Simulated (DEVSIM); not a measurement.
Structure: abrupt Ge n-p junction, at 400 K.

Layer 1 from the left is Ge, thickness (μm) 83.0, Nd (cm⁻³) 1.8e17, τn (s) 3.1e-7, τp (s) 3.1e-7. Layer 2 from the left is Ge, thickness (μm) 22.0, Na (cm⁻³) 9.6e16, τn (s) 3.1e-7, τp (s) 3.1e-7.

Left contact: ohmic. Right contact: ohmic. Voltage is applied to the left contact. Recombination: SRH at mid-gap, radiative, Auger. Mobility is μmin + (μ − μmin)/(1 + (N/Nref)^α).

This is a model device: material constants are rounded textbook-type values typed into the input, and sizes, dopings and lifetimes were drawn at random. Values at 300 K; Nc and Nv go as T^1.5, mobilities as T to minus their exponent, the gap by Varshni's rule with the affinity fixed.

Ge: gap (eV) 0.664, affinity (eV) 4, permittivity 16, Nc (cm⁻³) 1.04e19, Nv (cm⁻³) 6e18, μn (cm²/Vs) 3900, μp (cm²/Vs) 1900, μn,min 150, μp,min 100, Nref,n 2.6e17, Nref,p 4e17, αn 0.56, αp 0.6, T exponent of μn 1.66, T exponent of μp 2.33, B (cm³/s) 6.4e-14, Cn (cm⁶/s) 1e-31, Cp (cm⁶/s) 1e-31, Varshni α (eV/K) 0.000477, Varshni β (K) 235.

Question: Estimate by hand the built-in potential, the peak field at zero bias, and compare with a numerical solution.

Answer: 
- Built-in potential: ni = √(Nc Nv) exp(−Eg/2kT) = 1.42e15 cm⁻³ with Eg = 0.624 eV; Vbi = kT/q ln(Na Nd/ni²) = 0.312 V; numerical 0.312 V.
- Peak field at zero bias: depletion approximation: W = √(2εVbi/(qN)) = 0.0939 μm with N = 6.26e16 cm⁻³; field = 2Vbi/W = 66500 V/cm; numerical 59100 V/cm (estimate above by 13 %).

DEVSIM, 1D drift-diffusion, Boltzmann statistics, complete ionisation; no tunnelling, impact ionisation, image-force lowering or self-heating.
